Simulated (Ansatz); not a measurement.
Functionals compared on a constructed model of the (100) surface of fcc Ag, a pseudomorphic layer of Ga in the host's stacking (bottom of the slab: a bare face, its two planes held), in Ansatz (plane waves, PAW). The structure was relaxed with PBE; the other rows are single points on it. Cutoff 420 eV (500 eV for r2SCAN).

Slab: 7 atoms, 12.2 Å thick at the start; k 13x13x1, smearing 0.1 eV, dipole-corrected; 2 atoms held, the rest relaxed; start symmetry kept, larger cells not searched; no spin, no spin-orbit, no U. It is one candidate, not shown to be the stable structure of the face. These notes are the PBE run's.

```json
[
 {"functional": "PBE", "work function of the top face (eV)": "4.39", "rough cost of the single point": "–"},
 {"functional": "RPBE", "work function of the top face (eV)": "4.27", "rough cost of the single point": "about 24 core-seconds (a rough figure)"},
 {"functional": "r2SCAN", "work function of the top face (eV)": "4.53", "rough cost of the single point": "about 50 core-seconds (a rough figure)"}
]
```

Ansatz is an electronic-structure program.
